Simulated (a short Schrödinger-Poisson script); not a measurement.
Stack: gated Al0.3Ga0.7As/GaAs δ-doped gas, at 300 K.

```tsv
layer	material	thickness (nm)	Na (cm⁻³)
1	Al0.3Ga0.7As	10	-
2	Al0.3Ga0.7As	2	-
3	GaAs	6000	2e15
```

Constants are typed, rounded textbook-type inputs, not results; the design itself was drawn at random and stands for no fabricated device. Al0.3Ga0.7As: permittivity 12.05, conduction-band edge (eV) 0.237, gap (eV) 1.798, electron mass (mₑ) 0.0919, Nv at 300 K (cm⁻³) 9e18. GaAs: permittivity 12.9, conduction-band edge (eV) 0, gap (eV) 1.424, Nv at 300 K (cm⁻³) 9e18.

Channel valleys (confinement mass, in-plane density-of-states mass, number): Γ 0.067, 0.067, 1. At the gate the conduction-band edge of layer 1 lies 0.99 eV − eVg above the Fermi level of the channel; the field vanishes at the back. Sheet of ionised δ-doping: +3.2e12 e/cm² at 10 nm from the gate. The barrier under the gate holds no holes. Gaps are held at their typed values at every temperature. Mesh 0.08 nm at interfaces.

From a short Schrödinger-Poisson script (our own, NumPy): 1D Poisson equation in equilibrium, electrons quantum, Hartree (BenDaniel-Duke, 40 states a valley, the channel's in-plane mass for all, wave functions free to enter the barrier), parabolic valleys, classical holes, full ionisation, no traps, pinning or gate leakage.

Problem. List the lowest subbands of each valley and their electrons at Vg = 0.5 V.

Solution. 
```
valley  subband  energy from the Fermi level (meV)  electrons (cm⁻²)  share (%)
------  -------  ---------------------------------  ----------------  ---------
Γ             0                                0.1           5.01e11       72.1
Γ             1                               44.9           1.18e11       16.9
Γ             2                               73.4           4.11e10        5.9
```

All electrons: 6.95e11 cm⁻².
